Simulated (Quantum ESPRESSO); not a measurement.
Input and output of a self-consistent single point for Si (Fd-3m, 2 atoms in the cell) (Quantum ESPRESSO).

Method: PBE, PseudoDojo standard norm-conserving (PBE) pseudopotentials (plane waves; Quantum ESPRESSO).

```xyz
2
Lattice="0.0000 2.7257 2.7257 2.7257 0.0000 2.7257 2.7257 2.7257 0.0000" Properties=species:S:1:pos:R:3 pbc="T T T"
Si     1.3628     1.3628     1.3628
Si     0.0000     0.0000     0.0000
```

Reference input (self-consistent single point, DFT, PBE, plane waves, PseudoDojo standard norm-conserving (PBE) pseudopotentials): ecutwfc = 40 Ry; occupations = smearing; smearing = fermi-dirac; degauss = 0.00147 Ry; potentials = {Si: Si.upf}; K_POINTS = automatic 8 8 8 0 0 0; conv_thr = 1e-11 Ry; mixing_beta = 0.3. This run's input differs from it in these lines:

```diff
@@ -27,3 +27,3 @@
 K_POINTS {automatic}
-8 8 8  0 0 0
+6 6 6  0 0 0
 CELL_PARAMETERS {bohr}
```

Output (repeated stretches shortened):

```
     Self-consistent Calculation

     iteration #  1     ecut=    40.00 Ry     beta= 0.30

     Threshold (ethr) on eigenvalues was too large:
     Diagonalizing with lowered threshold

     total energy              =     -16.92740318 Ry
     estimated scf accuracy    <       0.05593388 Ry

     iteration #  2     ecut=    40.00 Ry     beta= 0.30

     total energy              =     -16.92213259 Ry
     estimated scf accuracy    <       0.02374797 Ry

     iteration #  3     ecut=    40.00 Ry     beta= 0.30

     total energy              =     -16.92334502 Ry
     estimated scf accuracy    <       0.00030002 Ry

   [... 4 blocks of this kind left out ...]

     iteration #  8     ecut=    40.00 Ry     beta= 0.30

     total energy              =     -16.92338579 Ry
     estimated scf accuracy    <          5.8E-10 Ry

     iteration #  9     ecut=    40.00 Ry     beta= 0.30
     End of self-consistent calculation

     the Fermi energy is     6.4700 ev

!    total energy              =     -16.92338579 Ry
     estimated scf accuracy    <          6.1E-12 Ry
     smearing contrib. (-TS)   =      -0.00000000 Ry
     internal energy E=F+TS    =     -16.92338579 Ry

     convergence has been achieved in   9 iterations

     Forces acting on atoms (cartesian axes, Ry/au):

     atom    1 type  1   force =    -0.00000000   -0.00000000    0.00000000
     atom    2 type  1   force =     0.00000000    0.00000000   -0.00000000

     Total force =     0.000000     Total SCF correction =     0.000000

          total   stress  (Ry/bohr**3)                   (kbar)     P=        9.37
   0.00006368  -0.00000000  -0.00000000            9.37       -0.00       -0.00
  -0.00000000   0.00006368   0.00000000           -0.00        9.37        0.00
   0.00000000   0.00000000   0.00006368            0.00        0.00        9.37

   JOB DONE.
```

The run converged in 9 iterations. Against the reference run the free energy goes up by 10.0 meV/atom, the pressure hardly changes (0.88 to 0.94 GPa) and the gap on the mesh goes from 0.631 to 0.728 eV.

The starting cell comes from a database of computed structures (which also holds hypothetical and non-ambient phases and stackings), without a prior relaxation at this level. Its lattice was rescaled by a random factor within 2.5 % of one. Another mesh or the band path of this cell gives a smaller gap, so this value is not converged in the mesh.
